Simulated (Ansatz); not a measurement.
# Cd2P3Cl (C2/c, No. 15; cell taken from a computed entry)

These are PBEsol in Ansatz (plane waves, PAW) values and carry that method's errors.

Run with plane-wave cutoff 520 eV, 6×6×6 k mesh, Fermi–Dirac smearing 0.01 eV, scalar-relativistic PAW data made under PBE.

Cell: relaxed with PBEsol: a = 7.9515 Å, b = 8.9705 Å, c = 7.5083 Å, α = γ = 90.00°, β = 100.85°.

```yaml
band_gap: 1.08 eV
smallest_direct_gap_on_the_k_points_sampled: 1.53 eV
direct gap at Γ: 2.51 eV
```

Spin–orbit coupling is not included.

Static lattice: no zero-point or thermal effects.

Ansatz is a first-principles code.
